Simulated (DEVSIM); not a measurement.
Device: illuminated Si p-on-n cell, one wavelength, at 300 K.

Layer 1 from the left is Si, thickness (μm) 0.0980, Na (cm⁻³) 1.4e18, τn (s) 2.5e-5, τp (s) 1.6e-6, absorption coefficient (cm⁻¹) 13000. Layer 2 from the left is Si, thickness (μm) 35.0, Nd (cm⁻³) 3.4e16, τn (s) 3.4e-5, τp (s) 3.4e-5, absorption coefficient (cm⁻¹) 13000.

Left contact: ohmic, minority electron recombination velocity 5000 cm/s. Right contact: ohmic, minority hole recombination velocity 10000 cm/s. Voltage is applied to the left contact. Recombination: SRH at mid-gap, radiative, Auger. Light enters at the left, 3.2e17 photons cm⁻² s⁻¹, one pass, no reflection. Mobility is μmin + (μ − μmin)/(1 + (N/Nref)^α).

Constants are typed, rounded textbook-type inputs, not results; the design itself was drawn at random and stands for no fabricated device. Values at 300 K.

Si: gap (eV) 1.124, affinity (eV) 4.05, permittivity 11.7, Nc (cm⁻³) 2.86e19, Nv (cm⁻³) 3.1e19, μn (cm²/Vs) 1417, μp (cm²/Vs) 470, μn,min 52, μp,min 45, Nref,n 9.7e16, Nref,p 2.2e17, αn 0.68, αp 0.72, B (cm³/s) 4.7e-15, Cn (cm⁶/s) 2.8e-31, Cp (cm⁶/s) 9.9e-32.

Simulated with DEVSIM: 1D drift-diffusion, Boltzmann statistics, complete ionisation; no tunnelling, impact ionisation, image-force lowering or self-heating.

Problem. What does the simulation give for the open-circuit voltage, the fill factor?

Solution. open-circuit voltage 0.630 V; fill factor 0.83.
